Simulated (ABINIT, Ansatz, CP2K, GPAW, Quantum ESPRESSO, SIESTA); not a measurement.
## Sn (Fd-3m, 2 atoms in the cell) computed with different codes at matched settings

Self-consistent single point.

```
Sn
1.0
    0.00000     3.24450     3.24450
    3.24450     0.00000     3.24450
    3.24450     3.24450     0.00000
Sn
2
Direct
  0.00000   0.00000   0.00000
  0.25000   0.25000   0.25000
```

Shared settings, as Ansatz (a program for electronic structure) writes them: kpoints.mp_grid.grid = 9 9 9; scf.occupations.method = fermi_dirac; scf.occupations.width = 0.05 eV. Potentials and cutoffs stand in the table.

```json
[
 {"code": "SIESTA", "model": "LDA PW92, numerical atomic orbitals DZP, PseudoDojo LDA standard norm-conserving potentials (rewritten from UPF to PSML)", "pressure (GPa)": "-0.06", "cutoff": "grid 350 Ry"},
 {"code": "CP2K", "model": "LDA (Pade form), GPW, DZVP-MOLOPT-SR-GTH basis, GTH-PADE potentials (GTH_POTENTIALS)", "pressure (GPa)": "-1.49", "cutoff": "grid 400 Ry"},
 {"code": "Ansatz", "model": "LDA (PW92), default PAW files made with PBE", "pressure (GPa)": "-0.32", "cutoff": "default"},
 {"code": "ABINIT", "model": "LDA (PW92), norm-conserving pseudopotentials (PseudoDojo nc-sr-04 LDA standard)", "pressure (GPa)": "-0.33", "cutoff": "36 Ha"},
 {"code": "Quantum ESPRESSO", "model": "LDA (PZ), GBRV 1.5 ultrasoft (LDA) pseudopotentials", "pressure (GPa)": "-0.43", "cutoff": "40 Ry"},
 {"code": "GPAW", "model": "LDA (Perdew-Wang 92), GPAW PAW datasets LDA (gpaw-data 1.0.1)", "pressure (GPa)": "-0.61", "cutoff": "600 eV"}
]
```

The spread over the programs that give each value: pressure within 1.43 GPa.

SIESTA and CP2K use small atom-centred bases, whose incompleteness enters pressures, forces and empty levels differently from a plane-wave cutoff. Ansatz's pressure is given at a fixed set of plane waves, as the other plane-wave codes print theirs. The same LDA comes in different parametrisations, which differ slightly. In the pressure, CP2K (by 1.11) lies more than 1 GPa from the median of the plane-wave programs.

The starting cell has typed, rounded lattice constants, without a prior relaxation at this level.

Left out of this page: Elk and FLEUR (not drawn, or without a comparable value).

Keys are those of Ansatz 0.2.
